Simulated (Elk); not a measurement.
**Input and output of a self-consistent single point for AlNi (Pm-3m, 2 atoms in the cell) (Elk)**

Computed with PBE, all-electron FP-LAPW, Elk's shipped species files, LAPW+lo basis (Elk).

Input:

```
tasks
  0

xctype
  20

rgkmax
  7.5

gmaxvr
  16.0

nxoapwlo
  1

rmtscf
  0.95

stype
  0

swidth
  0.00499791

maxscl
  100

avec
    5.4040686959    0.0000000000    0.0000000000
    0.0000000000    5.4040686959    0.0000000000
    0.0000000000    0.0000000000    5.4040686959

atoms
  2
  'Al.in'
  1
  0.5000000000  0.5000000000  0.5000000000    0.0 0.0 0.0
  'Ni.in'
  1
  0.0000000000  0.0000000000  0.0000000000    0.0 0.0 0.0

ngridk
  15 15 15
```

Output (repeated stretches shortened):

```
│ Elk code version 10.2.4 │

All units are atomic (Hartree, Bohr, etc.)

│ Ground-state run starting from atomic densities │

Lattice vectors :
   5.404068696       0.000000000       0.000000000
   0.000000000       5.404068696       0.000000000
   0.000000000       0.000000000       5.404068696

Unit cell volume      :    157.8201978
Brillouin zone volume :    1.571726667

Muffin-tin inner radius fraction :   0.1000000000E-01

Nuclei treated as point charges

Species :    1 (Al)
 parameters loaded from : Al.in
 name : aluminium
 nuclear charge    :   -13.00000000
 electronic charge :    13.00000000
 atomic mass :    49184.33492
 muffin-tin radius :    2.090000000
 number of radial points in muffin-tin :    397
 atomic positions (lattice), magnetic fields (Cartesian) :
   1 :   0.00000000  0.00000000  0.00000000    0.00000000  0.00000000  0.00000000

Species :    2 (Ni)
 parameters loaded from : Ni.in
 name : nickel
 nuclear charge    :   -28.00000000
 electronic charge :    28.00000000
 atomic mass :    106991.5230
 muffin-tin radius :    2.280000000
 number of radial points in muffin-tin :    497
 atomic positions (lattice), magnetic fields (Cartesian) :
   1 :   0.50000000  0.50000000  0.50000000    0.00000000  0.00000000  0.00000000

Total number of atoms per unit cell :    2

Spin treatment :
 spin-unpolarised

Number of Bravais lattice symmetries :   48
Number of crystal symmetries         :   48
Crystal has inversion symmetry
Real symmetric eigensolver will be used

k-point grid :     15    15    15
k-point offset :    0.000000000       0.000000000       0.000000000
k-point set is reduced with full crystal symmetry group
Total number of k-points :      120

Muffin-tin radius times maximum |G+k| :    7.500000000
 using average radius
Maximum |G+k| for APW functions       :    3.432494279
Maximum (1/2)|G+k|²                   :    5.891008488
Maximum |G| for potential and density :    16.00000000
 potential will be trimmed for |G| > 2 gkmax
Constant for pseudocharge density :    9
Radial integration step length :    4

G-vector grid sizes :     28    28    28
Number of G-vectors :    11019

Maximum angular momentum used for
 APW functions                      :    8
 outer part of muffin-tin           :    6
 inner part of muffin-tin           :    1

Total nuclear charge    :   -41.00000000
Total core charge       :    16.00000000
Total valence charge    :    25.00000000
Total excess charge     :    0.000000000
Total electronic charge :    41.00000000

Effective Wigner radius, rₛ :   0.9722173618

Number of empty states         :    8
Total number of valence states :   21
Total number of core states    :   16

Total number of local-orbitals :   24

Exchange-correlation functional :     20     0     0
 Perdew-Burke-Ernzerhof, Phys. Rev. Lett. 77, 3865 (1996)
 gradient requirement :    1
 generalised gradient approximation (GGA)

Smearing type :    0
 Gaussian
Smearing width :   0.4997910000E-02
Effective electronic temperature (K) :    1578.215154

Mixing type :    3
 Broyden mixing, J. Phys. A: Math. Gen. 17, L317 (1984)

Kohn-Sham potential initialised from atomic data

│ Self-consistent loop started │
│ Loop number : 1 │
 total energy                :     -1774.35858264
│ Loop number : 2 │
 total energy                :     -1773.85717725
RMS change in Kohn-Sham potential (target) :   0.6669074825     (  0.1000000000E-05)
Absolute change in total energy (target)   :   0.5014053943     (  0.1000000000E-03)
│ Loop number : 3 │
 total energy                :     -1774.38270585
RMS change in Kohn-Sham potential (target) :   0.6665972020     (  0.1000000000E-05)
Absolute change in total energy (target)   :   0.4001772494     (  0.1000000000E-03)
│ Loop number : 4 │
 total energy                :     -1771.76250330
RMS change in Kohn-Sham potential (target) :   0.5045682434     (  0.1000000000E-05)
Absolute change in total energy (target)   :    2.520158239     (  0.1000000000E-03)
│ Loop number : 5 │
 total energy                :     -1767.46288569
RMS change in Kohn-Sham potential (target) :   0.2260207791     (  0.1000000000E-05)
Absolute change in total energy (target)   :    4.929657170     (  0.1000000000E-03)
│ Loop number : 6 │
 total energy                :     -1765.03573249
RMS change in Kohn-Sham potential (target) :   0.7286480195E-01 (  0.1000000000E-05)
Absolute change in total energy (target)   :    3.659567487     (  0.1000000000E-03)
│ Loop number : 7 │
 total energy                :     -1763.87912018
RMS change in Kohn-Sham potential (target) :   0.3508176737E-02 (  0.1000000000E-05)
Absolute change in total energy (target)   :    2.071504185     (  0.1000000000E-03)
│ Loop number : 8 │
 total energy                :     -1763.84023809
RMS change in Kohn-Sham potential (target) :   0.1948230920E-02 (  0.1000000000E-05)
Absolute change in total energy (target)   :   0.5567581297     (  0.1000000000E-03)
│ Loop number : 9 │
 total energy                :     -1763.73504954
RMS change in Kohn-Sham potential (target) :   0.1862092440E-02 (  0.1000000000E-05)
Absolute change in total energy (target)   :   0.2443780917     (  0.1000000000E-03)
│ Loop number : 10 │
 total energy                :     -1763.78537293
RMS change in Kohn-Sham potential (target) :   0.2805553609E-03 (  0.1000000000E-05)
Absolute change in total energy (target)   :   0.1077112509E-01 (  0.1000000000E-03)
│ Loop number : 11 │
 total energy                :     -1763.78352474
RMS change in Kohn-Sham potential (target) :   0.2522115730E-03 (  0.1000000000E-05)
Absolute change in total energy (target)   :   0.4540978040E-02 (  0.1000000000E-03)
│ Loop number : 12 │
 total energy                :     -1763.79071434
RMS change in Kohn-Sham potential (target) :   0.6798238313E-05 (  0.1000000000E-05)
Absolute change in total energy (target)   :   0.6054355785E-02 (  0.1000000000E-03)
│ Loop number : 13 │
 total energy                :     -1763.79044932
RMS change in Kohn-Sham potential (target) :   0.4237458629E-05 (  0.1000000000E-05)
Absolute change in total energy (target)   :   0.1248568239E-02 (  0.1000000000E-03)
│ Loop number : 14 │
 total energy                :     -1763.79058514
RMS change in Kohn-Sham potential (target) :   0.2979827741E-05 (  0.1000000000E-05)
Absolute change in total energy (target)   :   0.4479626250E-03 (  0.1000000000E-03)
│ Loop number : 15 │
 total energy                :     -1763.79052526
RMS change in Kohn-Sham potential (target) :   0.1108903322E-05 (  0.1000000000E-05)
Absolute change in total energy (target)   :   0.5210953896E-04 (  0.1000000000E-03)
│ Loop number : 16 │
 total energy                :     -1763.79049731
RMS change in Kohn-Sham potential (target) :   0.2118243932E-06 (  0.1000000000E-05)
Absolute change in total energy (target)   :   0.1491670241E-04 (  0.1000000000E-03)
Convergence targets achieved

│ Loop number : 17 │

Energies :
 Fermi                       :     0.346976433866
 sum of eigenvalues          :     -1000.55510143
 electron kinetic            :      1788.26424234
 core electron kinetic       :      1567.45522487
 Coulomb                     :     -3469.62711802
 Coulomb potential           :     -2681.97066587
 nuclear-nuclear             :     -244.427274075
 electron-nuclear            :     -3768.42902201
 Hartree                     :      543.229178072
 Madelung                    :     -2128.64178508
 xc potential                :     -106.848677895
 exchange                    :     -80.5885860362
 correlation                 :     -1.83902945194
 total energy                :     -1763.79049117

Density of states at Fermi energy :    25.44714498
 (states/Hartree/unit cell)

Estimated indirect band gap :   0.1166602714E-02
 from k-point     19 to k-point     93
Estimated direct band gap   :   0.3006686457E-01
 at k-point    113

Charges :
 core                        :    16.00000000
 valence                     :    25.00000000
 interstitial                :    2.627787091
 muffin-tins (core leakage)
  species :    1 (Al)
   atom    1                 :    11.14202121     (  0.8539762475E-03)
  species :    2 (Ni)
   atom    1                 :    27.23019170     (  0.5449102602E-03)
 total in muffin-tins        :    38.37221291
 total calculated charge     :    40.98810975
 total charge                :    41.00000000
 error                       :   0.1189025441E-01

│ Self-consistent loop stopped │
```

The run converged in 17 iterations. The count includes the last loop, which Elk runs after its targets are met.

The starting cell comes from a database of computed structures (which also holds hypothetical and non-ambient phases and stackings), without a prior relaxation at this level. Spin polarisation is off. Values depend on the basis (sphere radii, cutoffs, local orbitals), which need not be converged. The log's line on a gap gives a spacing of levels on this mesh, which the program prints for metals too.

Cost on one core of a shared machine: roughly 40 s.
